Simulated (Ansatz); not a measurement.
MoPt₂ (Immm, No. 71) was calculated with r²SCAN+rVV10 (Ansatz, a quantum-chemistry and plane-wave program, plane waves, PAW).

Run with plane-wave cutoff 560 eV, 24×24×24 k mesh, Fermi–Dirac smearing 0.05 eV, no spin polarisation, scalar-relativistic PAW data made under PBE.

Energies at three volumes about the minimum:

```json
[
 {"V (Å³/atom)": "14.669", "E − E_lowest (meV/atom)": "5.92"},
 {"V (Å³/atom)": "14.968", "E − E_lowest (meV/atom)": "0.00"},
 {"V (Å³/atom)": "15.267", "E − E_lowest (meV/atom)": "5.47"}
]
```

Q: Fit a parabola by hand: where is the minimum, and what is the bulk modulus?

A: Slopes: (0.00 − 5.92)/(14.968 − 14.669) = -19.799 and (5.47 − 0.00)/(15.267 − 14.968) = 18.294 meV/Å³. Curvature E″ = 2 × (18.294 − (-19.799))/(15.267 − 14.669) = 127.401 meV/Å⁶. From the middle of the first interval, the slope vanishes at V0 = 14.8185 − (-19.799)/127.401 = 14.974 Å³/atom. B = V0 E″ = 14.974 × 127.401 meV/Å³ × 0.1602 GPa per meV/Å³ = 306 GPa. The full Birch–Murnaghan fit to all volumes gives V0 = 14.968 Å³/atom and B0 = 304 GPa.

Shape and atoms are relaxed at each volume.

Note: the relaxation could not lower the start's symmetry, so the cell can be a saddle point above a distorted one; the bulk modulus comes from volumes at which shape and atoms were relaxed.
